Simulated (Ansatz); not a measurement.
The reference is B (space group I4_132, No. 214; a = 4.633 Å; a hypothetical phase, not in the database extracts checked). Axes: x, y, z lie along the cube axes.

Now apply this change: a pure shear with ε_yz = ε_zy = 0.0236; the atoms relax in the strained cell.

Levels (all Ansatz, an electronic-structure program, PAW): PBEsol (420 eV, no SOC); r2SCAN (500 eV, no spin-orbit coupling).

The geometry is relaxed with PBEsol.

- PBEsol lowest conduction level above the VBM at special points = Γ 1.25 eV; Z 2.63 eV; L 2.68 eV; Y 2.86 eV
- PBEsol smallest direct gap = 2.54 eV
- PBEsol pressure = -0.08 GPa

Task: Predict the lowest conduction level above the VBM at special points, smallest direct gap and pressure from r2SCAN.

Result: The lowest conduction level above the VBM at special points becomes Γ 1.61 eV; Z 2.96 eV; L 3.02 eV; Y 3.21 eV (PBEsol: Γ 1.25 eV; Z 2.63 eV; L 2.68 eV; Y 2.86 eV); the smallest direct gap goes up by 0.37 eV to 2.91 eV; the pressure goes up by 0.46 GPa, from -0.08 GPa to 0.38 GPa.

Single points use the geometry relaxed with PBEsol. Their cutoffs differ, which shifts pressures a little. Whether these cells are dynamically stable was not tested. k-point labels follow each cell's own Brillouin zone.
